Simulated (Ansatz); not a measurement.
Levels about the gap of amorphous Si₂₄O₅₃Ta₂ (79 atoms in a cell of 1180 Å³, 2.65 g/cm³; zone centre alone, so wide bands show as single levels with stretches between that a denser mesh fills), at the geometry that PBE relaxed, where it gives 1.9 GPa on a denser mesh. The participation number counts the atoms over which a state spreads; weights are charges in smoothed Voronoi cells. The levels come from a single point, so bond lengths are those of that geometry. Method of the levels: PBE, scalar-relativistic without spin-orbit coupling (Ansatz, a quantum-chemistry and plane-wave program). Sampling: the zone centre alone; Fermi-Dirac width 0.02 eV; no spin polarisation. At PBE the levels at both edges of the gap are localised (band-tail or defect states), and the nearest spread-out levels lie 5.4 eV apart at the zone centre.

It comes from a melt-quench run on a machine-learned potential (CHGNet), relaxed afterwards by DFT. O atoms were pushed apart under 1.9 Å during the dynamics, to hinder bonds among them. The hot cell started wider than the set density and was brought back towards it in steps. It is the lowest in DFT energy of 2 quenches. It is a model cell: composition and starting density were chosen by hand, and all elements were melted together. No dispersion term was used. Its density started from a set value of 2.65 and ended at 2.65 g/cm³. Cooling (nominally 320 K/ps over its main leg) ran many orders faster than in experiment, which tends to leave more defects and strain. One small periodic cell is one sample of the glass; other quenches scatter about these values. The volume was held where the preparation left it, at a PBE pressure of 1.9 GPa. Stress components on the final sampling reach 3.8 GPa.

```json
[
 {"E - E(highest filled), eV": "-0.39", "filling": "filled", "participation number": "22.2", "largest on": "O, 2 neighbours", "weight O": "0.96", "weight Ta": "0.00", "weight Si": "0.03"},
 {"E - E(highest filled), eV": "-0.35", "filling": "filled", "participation number": "8.7", "largest on": "O, 2 neighbours", "weight O": "0.96", "weight Ta": "0.00", "weight Si": "0.04"},
 {"E - E(highest filled), eV": "-0.28", "filling": "filled", "participation number": "9.0", "largest on": "O, 2 neighbours", "weight O": "0.96", "weight Ta": "0.00", "weight Si": "0.04"},
 {"E - E(highest filled), eV": "-0.26", "filling": "filled", "participation number": "9.7", "largest on": "O, 2 neighbours", "weight O": "0.96", "weight Ta": "0.00", "weight Si": "0.04"},
 {"E - E(highest filled), eV": "-0.19", "filling": "filled", "participation number": "10.2", "largest on": "O, 2 neighbours", "weight O": "0.96", "weight Ta": "0.00", "weight Si": "0.04"},
 {"E - E(highest filled), eV": "-0.16", "filling": "filled", "participation number": "7.7", "largest on": "O, 2 neighbours", "weight O": "0.96", "weight Ta": "0.01", "weight Si": "0.03"},
 {"E - E(highest filled), eV": "0.00", "filling": "filled", "participation number": "5.5", "largest on": "O, 2 neighbours", "weight O": "0.95", "weight Ta": "0.01", "weight Si": "0.04"},
 {"E - E(highest filled), eV": "4.49", "filling": "empty", "participation number": "2.9", "largest on": "Ta, 6 neighbours", "weight O": "0.37", "weight Ta": "0.57", "weight Si": "0.06"},
 {"E - E(highest filled), eV": "4.56", "filling": "empty", "participation number": "2.7", "largest on": "Ta, 6 neighbours", "weight O": "0.36", "weight Ta": "0.60", "weight Si": "0.05"},
 {"E - E(highest filled), eV": "4.69", "filling": "empty", "participation number": "4.0", "largest on": "Ta, 5 neighbours", "weight O": "0.37", "weight Ta": "0.59", "weight Si": "0.04"},
 {"E - E(highest filled), eV": "4.71", "filling": "empty", "participation number": "3.9", "largest on": "Ta, 6 neighbours", "weight O": "0.37", "weight Ta": "0.58", "weight Si": "0.04"},
 {"E - E(highest filled), eV": "4.90", "filling": "empty", "participation number": "2.9", "largest on": "Ta, 5 neighbours", "weight O": "0.39", "weight Ta": "0.57", "weight Si": "0.04"},
 {"E - E(highest filled), eV": "5.04", "filling": "empty", "participation number": "29.6", "largest on": "Ta, 5 neighbours", "weight O": "0.61", "weight Ta": "0.17", "weight Si": "0.22"},
 {"E - E(highest filled), eV": "5.36", "filling": "empty", "participation number": "5.1", "largest on": "Ta, 5 neighbours", "weight O": "0.47", "weight Ta": "0.42", "weight Si": "0.11"}
]
```

Most localised among these is the empty level at +4.56 eV, on a Ta atom, which has 6 neighbours (O 1.91 Å, O 1.92 Å, O 1.95 Å, O 1.99 Å, O 2.00 Å, O 2.42 Å).
